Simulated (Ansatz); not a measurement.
Au (Fm-3m), Ansatz (a program for electronic structure) with LDA, DFPT electron-phonon coupling, linearised Boltzmann equation. Condition of this run: functional LDA. Phonon-limited resistivity 2.34 μΩ·cm at 300 K, 3.13 μΩ·cm at 400 K, current-weighted mean free path 37 nm, Drude plasma energy 9.04 eV.

What temperature coefficient of resistance follows, and how does it compare with 1/T?

(ρ₄₀₀ − ρ₃₀₀)/(100 K × ρ₃₀₀) = 3.38×10⁻³ K⁻¹, against 1/T = 3.33×10⁻³ K⁻¹ for a resistivity proportional to T. Impurities would add a constant and lower it.

What is the classical skin depth at 10 GHz (nonmagnetic, μ₀ = 1.257×10⁻⁶ H/m)?

δ = √(ρ/(π f μ₀)) = 770 nm.

What Drude relaxation time do resistivity and plasma energy imply?

ω_p = 1.37e16 s⁻¹, so τ = 1/(ε₀ ω_p² ρ) = 25.6 fs, a damping ħ/τ of 25.7 meV.

A metal at this level (no band gap). Only scattering by harmonic phonons is included (no impurities, grain boundaries, electron-electron scattering or thermal expansion). Spin-orbit coupling is left out, which matters with elements this heavy. Halving the electron mesh (36x36x36) moves the resistivity by up to 1 % at 300 K, the mean free path by up to 1 %. Smearing 0.20 eV; phonons on a 6x6x6 q mesh, which this run doesn't test.
